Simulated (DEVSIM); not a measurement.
Structure: abrupt Si n-p junction, at 300 K.

```
layer (left to right)  material  thickness (μm)  Nd (cm⁻³)  Na (cm⁻³)  τn (s)  τp (s)
---------------------  --------  --------------  ---------  ---------  ------  ------
1                            Si            4.00     1.3e17          -  3.9e-5  3.9e-5
2                            Si           0.930          -     8.8e17  3.9e-5  3.9e-5
```

Left contact: ohmic. Right contact: ohmic. Voltage is applied to the left contact. Recombination: SRH at mid-gap, radiative. Mobility is constant in doping.

Constants are typed, rounded textbook-type inputs, not results; the design itself was drawn at random and stands for no fabricated device. Values at 300 K.

```tsv
parameter	Si
gap (eV)	1.124
affinity (eV)	4.05
permittivity	11.7
Nc (cm⁻³)	2.86e19
Nv (cm⁻³)	3.1e19
μn (cm²/Vs)	1417
μp (cm²/Vs)	470
B (cm³/s)	4.7e-15
```

Simulated with DEVSIM: 1D drift-diffusion, Boltzmann statistics, complete ionisation; no tunnelling, impact ionisation, image-force lowering or self-heating.

### Question
Tabulate band edges, carrier densities and field at zero bias.

### Answer
Energies count from the Fermi level of the right contact; mesh points crowd at the junctions.

```
x (μm)   Ec (eV)  Ev (eV)  n (cm⁻³)  p (cm⁻³)  field (V/cm)
-------  -------  -------  --------  --------  ------------
0.000      0.139   -0.985    1.3e17       890           ≈ 0
0.02203    0.139   -0.985    1.3e17       890           ≈ 0
0.06765    0.139   -0.985    1.3e17       890           ≈ 0
0.1510     0.139   -0.985    1.3e17       890           ≈ 0
0.3845     0.139   -0.985    1.3e17       890           ≈ 0
0.7870     0.139   -0.985    1.3e17       890           ≈ 0
1.522      0.139   -0.985    1.3e17       890           ≈ 0
2.919      0.139   -0.985    1.3e17       890           ≈ 0
3.444      0.139   -0.985    1.3e17       890           ≈ 0
3.720      0.139   -0.985    1.3e17       890           ≈ 0
3.865      0.140   -0.984    1.3e17       900           200
3.959      0.362   -0.762    2.4e13   4900000         89000
3.990      0.739   -0.385     1.1e7    1.0e13        150000
4.009      1.003   -0.121       400    2.9e17         56000
4.053      1.032   -0.092       130    8.8e17           ≈ 0
4.125      1.032   -0.092       130    8.8e17           ≈ 0
4.253      1.032   -0.092       130    8.8e17           ≈ 0
4.484      1.032   -0.092       130    8.8e17           ≈ 0
4.754      1.032   -0.092       130    8.8e17           ≈ 0
4.847      1.032   -0.092       130    8.8e17           ≈ 0
4.897      1.032   -0.092       130    8.8e17           ≈ 0
4.930      1.032   -0.092       130    8.8e17           ≈ 0
```
